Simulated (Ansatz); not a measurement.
# A computed series for Mo3Ge: response to strain

Start from Mo3Ge in the A15 (Cr3Si type) structure (space group Pm-3n, No. 223; a = 4.908 Å; a cell from a computed database, its experimental status unchecked). Axes: x, y, z lie along the cube axes.

Strains are applied to the cell and any free atomic positions relax; under biaxial strain the out-of-plane vector relaxes too.

Level of theory: PBEsol (Ansatz, a first-principles code), no spin-orbit coupling.

Notes on the quantities. energy relative to the base: free energy F; pressure: mean of the normal stresses, compression positive.

| case | energy relative to the base | pressure | volume per atom | space group |
|---|---|---|---|---|
| base | 0 meV/atom | 0.0 GPa | 14.78 Å³ | Pm-3n (No. 223) |
| biaxial strain +1.29 %, plane normal [111], relaxed out of plane | +6.3 meV/atom | -3.5 GPa | (withheld) | R-3c (No. 167) |
| isotropic strain +2.97 % | (withheld) | (withheld) | 16.13 Å³ | Pm-3n (No. 223) |
| uniaxial strain ε_yy = +3.24 % | (withheld) | -7.4 GPa | 15.26 Å³ | P4_2/mmc (No. 131) |

**Question.** What belongs in the blanks?

**Answer.** 
- biaxial strain +1.29 %, plane normal [111], relaxed out of plane, volume per atom: 14.99 Å³
- isotropic strain +2.97 %, energy relative to the base: +85 meV/atom
- isotropic strain +2.97 %, pressure: -18.6 GPa
- uniaxial strain ε_yy = +3.24 %, energy relative to the base: +21 meV/atom

Without a gap, meshes like the base's 10×10×10 leave anisotropic stresses uncertain by several tenths of a GPa, and small strain energies with them. No phonon test of stability was made. The final runs are not spin-polarised.
